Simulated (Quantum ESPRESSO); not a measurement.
A user runs Quantum ESPRESSO on SrCuO3 (Pm-3m, 5 atoms in the cell) and asks whether the run is sound. The aim is a self-consistent single point with DFT, PBEsol, plane waves, PSlibrary PAW (PBE) pseudopotentials.

Cell that was meant: a = 3.8384 Å, b = 3.8384 Å, c = 3.8384 Å, α = 90.00°, β = 90.00°, γ = 90.00°.

Part of the input:

```fortran
  mixing_beta = 0.5
/
ATOMIC_SPECIES
Sr    87.6200  Cu.pbe-dn-kjpaw_psl.1.0.0.UPF
Cu    63.5460  Sr.pbe-spn-kjpaw_psl.1.0.0.UPF
O     15.9990  O.pbe-n-kjpaw_psl.0.1.UPF
ATOMIC_POSITIONS crystal
Sr  0.5000000000    0.5000000000    0.5000000000
Cu  0.0000000000    0.0000000000    0.0000000000
O   0.5000000000    0.0000000000    0.0000000000
O   0.0000000000    0.5000000000    0.0000000000
O   0.0000000000    0.0000000000    0.5000000000
K_POINTS automatic
7 7 7  0 0 0
```

Output (repeated stretches shortened):

```
     file Cu.pbe-dn-kjpaw_psl.1.0.0.UPF: wavefunction(s)  4S 3D renormalized
   [... lines left out ...]
        k(    1) = (   0.0000000   0.0000000   0.0000000), wk =   0.0058309
        k(    2) = (   0.0000000   0.0000000   0.1428571), wk =   0.0349854
        k(    3) = (   0.0000000   0.0000000   0.2857143), wk =   0.0349854
   [... 17 lines left out ...]

     Dense  grid:    48693 G-vectors     FFT dimensions: (  45,  45,  45)

     Smooth grid:    21079 G-vectors     FFT dimensions: (  36,  36,  36)

     Initial potential from superposition of free atoms

     starting charge      38.9924, renormalised to      39.0000
     Self-consistent Calculation

     iteration #  1     ecut=    55.00 Ry     beta= 0.50

---- Real-time Memory Report at c_bands before calling an iterative solver
           202 MiB given to the printing process from OS
            61 MiB allocation reported by mallinfo(arena+hblkhd)
------------------

     total energy              =    -583.67910063 Ry
     estimated scf accuracy    <       9.51762628 Ry

     iteration #  2     ecut=    55.00 Ry     beta= 0.50

---- Real-time Memory Report at c_bands before calling an iterative solver
   [... lines left out ...]

---- Real-time Memory Report at c_bands before calling an iterative solver
           264 MiB given to the printing process from OS
           108 MiB allocation reported by mallinfo(arena+hblkhd)
------------------

     total energy              =    -589.65265258 Ry
     estimated scf accuracy    <          2.6E-10 Ry

     iteration # 36     ecut=    55.00 Ry     beta= 0.50

---- Real-time Memory Report at c_bands before calling an iterative solver
           264 MiB given to the printing process from OS
           108 MiB allocation reported by mallinfo(arena+hblkhd)
------------------
     End of self-consistent calculation

     the Fermi energy is     8.5285 ev

!    total energy              =    -589.65265258 Ry
     estimated scf accuracy    <          3.5E-11 Ry
     smearing contrib. (-TS)   =      -0.00289238 Ry
     internal energy E=F+TS    =    -589.64976020 Ry

      -> PAW hartree energy AE =     208.84991347 Ry
      -> PAW hartree energy PS =    -207.53768462 Ry
      -> PAW xc energy AE      =    -386.22404393 Ry
      -> PAW xc energy PS      =      81.86909267 Ry
      -> total E_H with PAW    =      67.01795011 Ry
      -> total E_XC with PAW   =    -389.15678275 Ry

     convergence has been achieved in  36 iterations

     Forces acting on atoms (cartesian axes, Ry/au):

   [... lines left out ...]

     Total force =     0.000000     Total SCF correction =     0.000000

          total   stress  (Ry/bohr**3)                   (kbar)     P=      421.60
   0.00286599   0.00000000   0.00000000          421.60        0.00        0.00
   0.00000000   0.00286599   0.00000000            0.00      421.60        0.00
   0.00000000   0.00000000   0.00286599            0.00        0.00      421.60

   JOB DONE.
```

### Question
Is anything amiss in this input, and did it matter?

### Answer
The run is not sound. The fault is potential files assigned to the wrong elements. Each file describes one element; swapped files give the atoms the wrong cores and charges. To fix it, match the files to the elements. The run converged in 36 iterations without an error; against the sound input the pressure goes from -1.80 to 42.16 GPa.

The sound input it was made from differs as follows (other fixes are possible):
```diff
-Sr    87.6200  Cu.pbe-dn-kjpaw_psl.1.0.0.UPF
-Cu    63.5460  Sr.pbe-spn-kjpaw_psl.1.0.0.UPF
+Sr    87.6200  Sr.pbe-spn-kjpaw_psl.1.0.0.UPF
+Cu    63.5460  Cu.pbe-dn-kjpaw_psl.1.0.0.UPF
-Sr  0.5000000000    0.5000000000    0.5000000000
-Cu  0.0000000000    0.0000000000    0.0000000000
-O   0.5000000000    0.0000000000    0.0000000000
-O   0.0000000000    0.5000000000    0.0000000000
-O   0.0000000000    0.0000000000    0.5000000000
+Sr    0.5000000000    0.5000000000    0.5000000000
+Cu    0.0000000000    0.0000000000    0.0000000000
+O     0.5000000000    0.0000000000    0.0000000000
+O     0.0000000000    0.5000000000    0.0000000000
+O     0.0000000000    0.0000000000    0.5000000000
```

With that input, the run converged in 19 iterations: free energy E − TS -8033.6947 eV; Fermi level (on the code's own zero) 8.77 eV; pressure -1.80 GPa (DFT, PBEsol, plane waves, PSlibrary PAW (PBE) pseudopotentials).

On the sound input: the starting cell comes from a database of computed structures (which also holds hypothetical and non-ambient phases and stackings), without a prior relaxation at this level. Spin polarisation is off; with an odd number of electrons in the cell that forces a metal, and a magnetic state may lie lower.
